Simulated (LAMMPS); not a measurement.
MD of CoAl (CsCl type) at zero pressure, 4394 atoms, as a liquid; each row is its own run.

Method: classical MD, pair style eam/alloy, file CoAl.eam.alloy; code LAMMPS.

```
T (K)  D(Co) (cm²/s)
-----  -------------
1330         2.64e-5
1520         4.46e-5
1710         6.43e-5
1900         8.67e-5
2380        0.000156
2660        0.000208
```

### Question
Fit an Arrhenius law, ln y = a + b / x, to these rows (x is the first column, y the second) and predict the run at x = 2090.

### Answer
Least squares gives a = -6.4723 and b = -5419. The slope times kB gives an activation energy of 0.47 eV. At x = 2090 the fit predicts 0.000116 cm²/s. The run itself gave (1.13 ± 0.03) × 10^-4 cm²/s, so the fit is 2.7 % high.

Caution (rows 1330; 1520): this liquid lies under the melting point of about 1660 K that EAM-type CoAl.eam.alloy gives, so it is undercooled.

Errors of D are the spread over four groups of atoms in one short run; a floor of about 5 %, a picked value, is safer.
